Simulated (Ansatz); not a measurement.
**Convergence study of the plane-wave cutoff for LuH2 (I4mm, 3 atoms in the cell)**

```
LuH2
1.0
    0.00000     2.50208     2.50208
    2.50208     0.00000     2.50208
    2.50208     2.50208     0.00000
Lu H
1 2
Direct
  0.00999   0.00999   0.99001
  0.25000   0.25000   0.25000
  0.75000   0.75000   0.75000
```

Method of the run: PBEsol, default PAW files made with PBE (plane waves; Ansatz, a quantum-chemistry and plane-wave program).

Base settings: basis.ecutwfc = 420 eV; kpoints.mp_grid.grid = 11 11 11; hamiltonian.xc = pbesol; hamiltonian.pseudopotentials = {kind: paw} (the program's default PAW files); scf.occupations.method = gaussian; scf.occupations.width = 0.1 eV.

The second cell is the first with its lattice scaled by 0.98.

The mesh stays at the base's, so the ladder's end is converged at best in this setting alone.

The first pressure column holds Ansatz's estimate of the finite-basis (Pulay) stress, which hides part of the cutoff error; the other is without it.

Only quantities that move along the ladder and can be compared are tabulated.

The count of work is k-points × plane waves × bands × iterations; it is no time. 

The starting cell comes from a database of computed structures (which also holds hypothetical and non-ambient phases and stackings), without a prior relaxation at this level. Its lattice was rescaled by up to half a per cent. One atom was moved a little off its site on purpose.

```tsv
basis.ecutwfc	free energy less the last step's (meV/atom)	energy of the compressed cell less the first (meV/atom)	pressure (GPa)	pressure without the Pulay estimate (GPa)	largest difference of a force vector from the last step's (eV/Å)	count of work / last
145 eV	16953.72	-47.18	38.29	-888.98	0.007	0.090
170 eV	7320.43	-39.88	-10.30	-406.25	0.030	0.099
190 eV	3869.42	-0.22	-3.50	-253.27	0.023	0.099
210 eV	1899.46	-5.93	-2.87	-159.59	0.011	0.11
230 eV	823.89	7.94	-1.87	-89.93	0.001	0.15
250 eV	312.83	2.74	-1.23	-42.51	0.002	0.15
295 eV	36.59	1.61	-2.30	-6.67	0.009	0.20
335 eV	11.59	1.98	-2.31	-3.22	0.008	0.21
380 eV	4.12	1.79	-2.41	-2.79	0.001	0.27
420 eV	1.60	1.48	-2.49	-2.64	0.001	0.31
460 eV	0.68	1.36	-2.51	-2.57	0.001	0.37
505 eV	0.31	1.34	-2.51	-2.54	0.000	0.38
565 eV	0.15	1.33	-2.52	-2.52	0.000	0.41
630 eV	0.11	1.32	-2.52	-2.52	0.000	0.58
735 eV	0.06	1.32	-2.52	-2.52	0.000	0.72
840 eV	0.02	1.31	-2.52	-2.52	0.000	0.77
1010 eV	0.00	1.31	-2.52	-2.52	0.000	1.0
```

Coarsest basis.ecutwfc that holds the forces within 0.005 eV/Å of the last step, with all finer ones: 380 eV, at 0.27 of the last step's count of work; the step before is off by 0.008 eV/Å.

Coarsest basis.ecutwfc that holds the energy of the compressed cell less the first within 0.2 meV/atom of the last step, with all finer ones: 420 eV, at 0.31 of the last step's count of work; the step before is off by 0.47 meV/atom.

Coarsest basis.ecutwfc that holds the pressure within 0.5 GPa of the last step, with all finer ones: 295 eV, at 0.20 of the last step's count of work; the step before is off by 1.3 GPa.

The energy difference between the two cells stays within 1 meV/atom of the last step's from 295 eV on, the total only from 460 eV on: much of the error is common to both cells and cancels.

At the lowest cutoff the pressure without the Pulay estimate lies 886 GPa under the last step's, the usual sign of Pulay stress in an incomplete plane-wave basis.

Keys are those of Ansatz 0.2.
